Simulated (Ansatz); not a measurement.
**TiB2: response to strain**

Take TiB$_{2}$ (space group P6/mmm, No. 191; a = 3.017 Å, c = 3.185 Å) as the base. Axes: x lies along a and z along c of the hexagonal cell.

Strains are applied to the cell and any free atomic positions relax; under biaxial strain the out-of-plane vector relaxes too.

The values are results of PBEsol (Ansatz, a program for electronic structure), scalar-relativistic without spin-orbit coupling, not measurements.

Notes on the quantities. pressure: mean of the normal stresses, compression positive.

| variant | pressure | volume per atom |
|---|---|---|
| base | 0.0 GPa | 8.37 Å³ |
| biaxial strain −2.50 %, plane normal [001], relaxed out of plane | 12.8 GPa | 8.05 Å³ |
| biaxial strain −1.50 %, plane normal [001], relaxed out of plane | 7.3 GPa | 8.18 Å³ |
| biaxial strain −1.00 %, plane normal [001], relaxed out of plane | 4.8 GPa | 8.24 Å³ |
| biaxial strain +0.50 %, plane normal [001], relaxed out of plane | -2.2 GPa | 8.43 Å³ |
| biaxial strain +1.00 %, plane normal [001], relaxed out of plane | -4.4 GPa | 8.50 Å³ |
| biaxial strain +1.50 %, plane normal [001], relaxed out of plane | -6.5 GPa | 8.56 Å³ |
| biaxial strain +2.00 %, plane normal [001], relaxed out of plane | -8.6 GPa | 8.63 Å³ |
| biaxial strain +2.50 %, plane normal [001], relaxed out of plane | -10.5 GPa | 8.69 Å³ |
| biaxial strain +3.00 %, plane normal [001], relaxed out of plane | -12.4 GPa | 8.76 Å³ |

A case with no gap was solved on a k-mesh chosen for an insulator, which is coarse for it. Without a gap, meshes like the base's 13×13×10 leave anisotropic stresses uncertain by several tenths of a GPa, and small strain energies with them. Whether these cells are dynamically stable was not tested. The final runs are not spin-polarised.
